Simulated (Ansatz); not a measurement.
Base system: MnAu2 (space group I4/mmm, No. 139; a = 3.3414 Å, c = 8.6010 Å; ferromagnetic; relaxed with 0.1 eV smearing). Axes: x, y, z lie along a, b, c of the conventional cell.

All numbers come from PBEsol (Ansatz, a first-principles code; PAW; 420 eV plane waves; no spin-orbit coupling).

Before the change:

The shortest interatomic distance comes out as 2.738 Å and the magnetic state is ferromagnetic.

The change: the cell is stretched by 2.13 % along x with no lateral relaxation; the atoms relax in the strained cell.

Q: What happens to the energy relative to the base, stress, shortest interatomic distance and magnetic state?

A: The energy goes up by 3.5 meV/atom; the stress (xx, yy, zz, yz, xz, xy; compression positive) is (-3.2, -3.0, -2.7, 0.0, 0.0, 0.0) GPa; the shortest interatomic distance increases by 0.0234 Å (2.738 Å → 2.762 Å); the magnetic state stays ferromagnetic.

Other magnetic orders, which the real material may have, were not ruled out. No phonon test of stability was made.
